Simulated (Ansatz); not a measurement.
Subject: the energy of the reaction as written. Reaction: 1/3 cell B + 2/3 cell C → cell A. A negative value means that the right-hand side lies lower.

Cell A: a slab of composition La2Ru14 built on Ru (hcp, P6₃/mmc) (0001), with 14 atoms on that crystal's sites, 16 atoms, oblique cell of 5.44 × 2.72 Å (12.8 Å²), symmetry Pmm2, 17.7 Å thick under 17 Å of vacuum, in-plane vectors held at the crystal's; planes from bottom to top: La | Ru2 × 7 | La; foreign atoms: two times La bound to 2 Ru at 2.89 Å; spin state with PBE: run without spin, k-point mesh 10×20×1.
```xyz
16
Lattice="5.4439 0.0000 0.0000 1.3610 2.3573 0.0000 0.0000 0.0000 35.0673" Properties=species:S:1:pos:R:3 pbc="T T T"
Ru    -0.0603     0.0348    11.0825
Ru     5.4345     1.5769    13.2429
Ru    -0.0225     0.0130    15.3757
Ru     5.4259     1.5819    17.5336
Ru    -0.0225     0.0130    19.6915
Ru     5.4345     1.5769    21.8243
Ru    -0.0603     0.0348    23.9847
Ru     2.6989     0.0133    11.1655
Ru     2.6794     1.5960    13.2495
Ru     2.7008     0.0122    15.3719
Ru     2.6970     1.5859    17.5336
Ru     2.7008     0.0122    19.6954
Ru     2.6794     1.5960    21.8178
Ru     2.6989     0.0133    23.9018
La     2.9222     1.4559    26.3984
La     2.9222     1.4559     8.6689
```

Cell B: a slab of Ru (hcp, P6₃/mmc) cut along (0001), 30 atoms, hexagonal cell of 5.44 Å (25.7 Å²), symmetry P-6m2, 17.2 Å thick under 18 Å of vacuum, in-plane vectors held at the crystal's; planes from bottom to top: La | Ru4 × 7 | La; added, foreign or displaced atoms, above the top plane and below the bottom plane: two times La bound to 3 Ru at 2.74 Å; spin state with PBE: run without spin, k-point mesh 10×10×1.
```
LaRu14
1.0
    5.44387     0.00000     0.00000
    2.72194     4.71453     0.00000
    0.00000     0.00000    35.06727
Ru La
28 2
Direct
  0.00000   0.00000   0.31692
  0.83516   0.32967   0.37787
  0.00000   0.00000   0.43853
  0.83367   0.33266   0.50000
  0.00000   0.00000   0.56147
  0.83516   0.32967   0.62213
  0.00000   0.00000   0.68308
  0.98848   0.50576   0.31736
  0.83516   0.83516   0.37787
  0.00079   0.49961   0.43840
  0.83367   0.83367   0.50000
  0.00079   0.49961   0.56160
  0.83516   0.83516   0.62213
  0.98848   0.50576   0.68264
  0.50576   0.98848   0.31736
  0.33333   0.33333   0.37709
  0.49961   0.00079   0.43840
  0.33333   0.33333   0.50000
  0.49961   0.00079   0.56160
  0.33333   0.33333   0.62291
  0.50576   0.98848   0.68264
  0.50576   0.50576   0.31736
  0.32967   0.83516   0.37787
  0.49961   0.49961   0.43840
  0.33266   0.83367   0.50000
  0.49961   0.49961   0.56160
  0.32967   0.83516   0.62213
  0.50576   0.50576   0.68264
  0.33333   0.33333   0.74565
  0.33333   0.33333   0.25435
```

Cell C: a stack of composition La2Ru7 built on Ru (hcp, P6₃/mmc) (0001), with 7 atoms on that crystal's sites, 9 atoms, hexagonal cell of 2.72 Å (6.4 Å²), symmetry P-6m2, 18.3 Å thick under 17 Å of vacuum, in-plane vectors held at the crystal's, which may strain the added film; planes from bottom to top: La | Ru × 7 | La; spin state with PBE: run without spin, k-point mesh 20×20×1.
```xyz
9
Lattice="2.7219 0.0000 0.0000 1.3610 2.3573 0.0000 0.0000 0.0000 35.0673" Properties=species:S:1:pos:R:3 pbc="T T T"
Ru     0.0000     0.0000    11.1516
Ru     2.7219     1.5715    13.2430
Ru     0.0000     0.0000    15.3765
Ru     2.7219     1.5715    17.5336
Ru     0.0000     0.0000    19.6908
Ru     2.7219     1.5715    21.8243
Ru     0.0000     0.0000    23.9157
La     2.7219     1.5715    26.6687
La     2.7219     1.5715     8.3986
```

All numbers come from Ansatz (a program for electronic structure), plane waves with PAW, its default PAW set, cutoff 420 eV, 500 eV for r2SCAN. The structures are at rest with PBE, within the held lattices; other levels are single points on them. Neutral cells; Fermi-Dirac smearing of at most 0.10 eV in the solids, energies taken to zero width. The lattices are those relaxed with PBE or held as stated, so at other levels the solids can be strained, which adds to the spread. Larger cells are relaxed from a start prepared with the learned potential CHGNet till forces fall under 0.03 eV/Å, which some starts already meet. A dispersion term (D3(BJ), or D4 for r2SCAN) was computed beside these levels and is taken off wherever the name lacks it. Nuclei at rest; no vibrational terms. Cells are local rest points, mostly with their start's symmetry. The runs are scalar-relativistic, without spin-orbit coupling. Values are for these cell sizes. Cell A has symmetry Pmm2 and got no random move, so less symmetric positions, which may lie lower, weren't tried. Cell B has symmetry P-6m2 and got no random move, so less symmetric positions, which may lie lower, weren't tried. Cell C has symmetry P-6m2 and got no random move, so less symmetric positions, which may lie lower, weren't tried.

Task: Predict the value from PBE.

Result: -1.19 eV, for 1/3 cell B + 2/3 cell C → cell A.

Task: How does the value move with the functional?

Result: 
| Functional | value (eV) | less PBE |
|---|---|---|
| r2SCAN | -1.18 | 0.01 |

The levels span only 0.01 eV, too little to tell them apart.
